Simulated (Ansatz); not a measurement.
# InSe: thickness series

Consider InSe in the beta-GaS type structure (space group P6_3/mmc, No. 194; layered, stacked along the Cartesian z axis).

```
CELL_PARAMETERS angstrom
      4.01657     0.00000     0.00000
     -2.00829     3.47846     0.00000
      0.00000     0.00000    16.93265
ATOMIC_POSITIONS crystal
  In 0.33333 0.66667 0.66774
  In 0.66667 0.33333 0.16774
  In 0.66667 0.33333 0.33226
  In 0.33333 0.66667 0.83226
  Se 0.33333 0.66667 0.09281
  Se 0.66667 0.33333 0.59281
  Se 0.66667 0.33333 0.90719
  Se 0.33333 0.66667 0.40719
```

Free-standing slabs (4 atom(s) a layer) normal to the stacking axis with 15 Å of vacuum; in-plane cell relaxed.

Level of theory: DFT with r2SCAN+rVV10, PAW potentials and a 500 eV plane-wave cutoff in Ansatz (a program for electronic structure), spin-orbit coupling left out.

| case | smallest direct gap | thickness between the outermost nuclei | shortest interatomic distance |
|---|---|---|---|
| base | 0.85 eV | – | 2.643 Å |
| 1 layer | 2.13 eV | 5.34 Å | 2.642 Å |
| 2 layers | 1.56 eV | 13.82 Å | 2.642 Å |
| 3 layers | 1.31 eV | 22.28 Å | 2.642 Å |
| 4 layers | 1.17 eV | 30.73 Å | 2.643 Å |

No phonon test of stability was made.
